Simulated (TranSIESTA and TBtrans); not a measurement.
Junction: fluorene-2,7-diyl held by thiolate S between two Au chains. Leads: straight Au chain, spacing 2.55 Å. Geometry: 25 atoms about the centre moved by SIESTA (PBE, SZP) to a largest force of 0.05 eV/Å, all others as built. Transport runs along z; the first 6 and the last 6 of the 41 atoms are the lead cells, repeated to infinity.

```xyz
41
Lattice="13.628 0.000 0.000 0.000 13.628 0.000 0.000 0.000 54.872" Properties=species:S:1:pos:R:3 pbc="F F T"
Au     6.814     6.814     0.000
Au     6.814     6.814     2.550
Au     6.814     6.814     5.100
Au     6.814     6.814     7.650
Au     6.814     6.814    10.200
Au     6.814     6.814    12.750
Au     6.814     6.814    15.300
Au     6.814     6.814    17.850
Au     6.848     6.847    20.373
S      5.764     5.047    21.217
C      5.800     5.803    22.868
C      4.695     6.633    23.329
C      4.706     7.254    24.616
C      5.838     7.038    25.479
C      6.938     6.189    25.053
C      6.923     5.572    23.768
C      8.012     6.123    26.160
C      7.419     7.019    27.269
C      7.948     7.337    28.553
C      7.189     8.195    29.454
S      7.825     8.602    31.106
C      5.919     8.742    28.994
C      5.385     8.425    27.707
C      6.135     7.551    26.843
H      3.801     6.784    22.606
H      3.825     7.925    24.956
H      7.786     4.891    23.396
H      9.044     6.523    25.787
H      8.188     5.029    26.531
H      8.969     6.925    28.922
H      5.343     9.436    29.722
H      4.362     8.855    27.369
Au     6.806     6.764    31.949
Au     6.814     6.814    34.472
Au     6.814     6.814    37.022
Au     6.814     6.814    39.572
Au     6.814     6.814    42.122
Au     6.814     6.814    44.672
Au     6.814     6.814    47.222
Au     6.814     6.814    49.772
Au     6.814     6.814    52.322
```

Run with TranSIESTA and TBtrans (open boundaries, self-consistent; PseudoDojo norm-conserving potentials, scalar-relativistic): PAO.BasisSize DZP, PAO.EnergyShift 0.15 eV, XC.Authors PBE, Mesh.Cutoff 150 Ry, ElectronicTemperature 300 K, TS.Voltage 0.0 eV, TBT.Elecs.Eta 0.001 eV, no spin polarisation.

Energies count from the leads' Fermi level. Transmissions are for one spin of a degenerate pair. The energy step is 0.02 eV; narrower resonances are cut or missed.

```tsv
E (eV)	T
-0.20	0.285
-0.16	0.313
-0.12	0.418
-0.08	0.344
-0.04	0.303
0.00	0.288
0.04	0.303
0.08	0.303
0.12	0.301
0.16	0.300
0.20	0.299
```

Q: Give the zero-bias conductance in μS and the resistance at 300 K.

A: At the Fermi level T = 0.288. Averaged with −∂f/∂E over the full grid (kT = 25.9 meV) it is 0.302. With G0 = 2e²/h = 77.48 μS, G = 23.4 μS and R = 1/G = 42.7 kΩ.

Q: The eigenchannels at the Fermi level transmit 0.288. What Fano factor of the shot noise follows at low temperature and bias?

A: F = Σ τ(1 − τ)/Σ τ = 0.205/0.288 = 0.71.

The leads' channel count changes near -0.01 eV, within the thermal window, so values at the Fermi level hang on where that band edge falls. The leads are straight chains one atom wide, held at their spacing: model electrodes, not surfaces. Semilocal functionals put molecular levels too close to the Fermi level and tend to overestimate such conductances.
